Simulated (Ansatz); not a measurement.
A computed series for BeTe: response to strain

Start from BeTe in the zinc blende structure (space group F-43m, No. 216; a = 5.604 Å). Axes: x, y, z lie along the cube axes.

Strains are applied to the cell and any free atomic positions relax; under biaxial strain the out-of-plane vector relaxes too; under stress the whole cell relaxes.

All numbers come from Ansatz (an electronic-structure program) PBEsol, no SOC.

Notes on the quantities. energy relative to the base: free energy F.

```json
[
 {"case": "base", "band gap": "1.84 eV", "gap character": "–", "volume per atom": "22.00 Å³", "energy relative to the base": "0 meV/atom"},
 {"case": "biaxial strain +1.02 %, plane normal [001], relaxed out of plane", "band gap": "1.72 eV", "gap character": "indirect, Γ → M", "volume per atom": "22.27 Å³", "energy relative to the base": "+1.5 meV/atom"},
 {"case": "biaxial strain +4.51 %, plane normal [001], relaxed out of plane", "band gap": "1.39 eV", "gap character": "indirect, Γ → M", "volume per atom": "23.12 Å³", "energy relative to the base": "+27 meV/atom"},
 {"case": "biaxial strain −0.90 %, plane normal [111], relaxed out of plane", "band gap": "1.76 eV", "gap character": "indirect, Γ → F", "volume per atom": "21.69 Å³", "energy relative to the base": "+1.6 meV/atom"},
 {"case": "biaxial strain +0.55 %, plane normal [111], relaxed out of plane", "band gap": "1.81 eV", "gap character": "indirect, Γ → F", "volume per atom": "22.20 Å³", "energy relative to the base": "+0.6 meV/atom"},
 {"case": "uniaxial strain ε_yy = +5.81 %", "band gap": "1.75 eV", "gap character": "indirect, Γ → X", "volume per atom": "23.28 Å³", "energy relative to the base": "+22 meV/atom"},
 {"case": "uniaxial stress, 1 GPa compression along x", "band gap": "1.68 eV", "gap character": "indirect, Γ → M", "volume per atom": "21.89 Å³", "energy relative to the base": "+0.9 meV/atom"},
 {"case": "tensor shear ε_xy = +0.47 %", "band gap": "___", "gap character": "indirect, Γ → X", "volume per atom": "22.00 Å³", "energy relative to the base": "___"},
 {"case": "tensor shear ε_yz = −3.44 %", "band gap": "1.30 eV", "gap character": "indirect, Γ → X", "volume per atom": "21.98 Å³", "energy relative to the base": "+17 meV/atom"},
 {"case": "uniaxial stress, 1 GPa tension along x", "band gap": "1.78 eV", "gap character": "indirect, Γ → X", "volume per atom": "22.13 Å³", "energy relative to the base": "+0.9 meV/atom"}
]
```

Problem. Some entries are withheld; estimate them.

Solution. 
- tensor shear ε_xy = +0.47 %, band gap: 1.79 eV
- tensor shear ε_xy = +0.47 %, energy relative to the base: +0.3 meV/atom

With Te present, leaving out spin-orbit coupling can change the band edges. Stability under load was not tested beyond the relaxation. Labels are those of the standard path for the cell's own space group.
